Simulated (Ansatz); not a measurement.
A zone-centre phonon calculation of Ti (P6/mmm, 3 atoms in the cell) with Ansatz (a quantum-chemistry and plane-wave program).

Method of the run: LDA (PW92), default PAW files made with PBE (plane waves; Ansatz).

```xyz
3
Lattice="4.5445 0.0000 0.0000 -2.2723 3.9357 0.0000 0.0000 0.0000 2.8121" Properties=species:S:1:pos:R:3 pbc="T T T"
Ti     0.0000     0.0000     0.0000
Ti     0.0000     2.6238     1.4061
Ti     2.2723     1.3119     1.4061
```

Reference input (self-consistent single point, DFT, LDA (PW92), plane waves, default PAW files made with PBE): basis.ecutwfc = 420 eV; kpoints.mp_grid.grid = 8 8 12; hamiltonian.xc = lda; hamiltonian.pseudopotentials = {kind: paw} (the program's default PAW files); scf.occupations.method = fermi_dirac; scf.occupations.width = 0.1 eV. This run's input differs from it in these lines:

Ansatz 0.2 input:
```diff
@@ -13,3 +13,3 @@
 kpoints:
-  mp_grid: { grid: [8, 8, 12] }
+  mp_grid: { grid: [19, 19, 27] }
 hamiltonian:
@@ -19,6 +19,4 @@
   occupations: { method: fermi_dirac, width: 0.1 eV }
-output:
-  forces: true
-  eigenvalues: true
-  stress: true
+phonons:
+  method: dfpt
```

Output, abridged:

```
SCF iter   1: F=—  HF=-7350.981181 eV  |F-HF|=—  |Δ(HF+E_count)|=         —  Δρ=1.17e-2  dr2=7.76e-2  ethr=1.77e-3  ⟨swp⟩=4.2  Hψ=237330  notcnv=0
all-band conjugate gradients solve this SCF's bands
automatic band count: the SCF goes on with 26 bands, as 22 were too few: they end inside the smearing window of the response
preconditioner: auto → none
SCF iter   2: F=—  HF=-7350.971657 eV  |F-HF|=—  |Δ(HF+E_count)|=   9.52e-3  Δρ=7.24e-3  dr2=3.97e-2  ethr=2.16e-4  ⟨swp⟩=1.2  Hψ=47963  notcnv=0
   [... lines left out ...]
SCF iter   8: F=—  HF=-7350.966807 eV  |F-HF|=—  |Δ(HF+E_count)|=  1.82e-11  Δρ=3.10e-7  dr2=2.00e-11  ethr=1.08e-12  ⟨swp⟩=2.0  Hψ=61941  notcnv=0
SCF iter   9: F=-7350.966807 eV  HF=-7350.966807 eV  |F-HF|=9.09e-13  |Δ(HF+E_count)|=  1.27e-11  Δρ=7.09e-8  dr2=2.79e-12  ethr=1.00e-12  ⟨swp⟩=4.5  Hψ=126656  notcnv=0
the search or the solves at the SCF's close seem to have found levels that the self-consistency loop had missed (the run counts 6) …
SCF 1 converged in 9 iterations: F = -7350.966807 eV  dr2 = 2.79e-12
DFPT response loops at Γ: preconditioner auto → Kerker (q_TF=auto, 2.580 Å⁻¹) (partly filled bands, converged f_vac=0.000) …
the response loops of the zone centre start from zero, take more passes and end by a threshold …
Free energy (F): -7350.966807 eV
Internal energy: -7350.860676 eV  (E = F + TS)
E sigma→0 (E₀):  -7350.913742 eV
Entropy (-TS):   -0.106131 eV (-35.377 meV/atom)
Fermi energy:    13.482969 eV
   [... lines left out ...]
  ASR residual: 9.621e-4 → 0.000e0 eV/Å²; symmetrization residual: 3.275e-5 eV/Å²
  ASR residual per site (eV/Å²): 7.68e-4 9.62e-4 9.62e-4
  Γ frequencies (cm⁻¹): 0.00 0.00 0.00 129.77 142.39 142.39 168.07 168.07 209.94
  non-analytic LO–TO correction: not included (Born effective charges unavailable; polar crystals: no LO–TO splitting at Γ)
```

The run converged in 9 iterations. 

Summary of the result:
Free energy E − TS (on the zero of these files): -7350.9668 eV
Fermi level (on the code's own zero): 13.48 eV
Zone-centre frequencies (cm⁻¹; negative means imaginary): 0, 0, 0, 130, 142, 142, 168, 168, 210

The starting cell comes from a database of computed structures (which also holds hypothetical and non-ambient phases and stackings), without a prior relaxation at this level. Its lattice was rescaled by up to half a per cent. Spin polarisation is off.

Cost on one core of a shared machine: roughly 20 min.
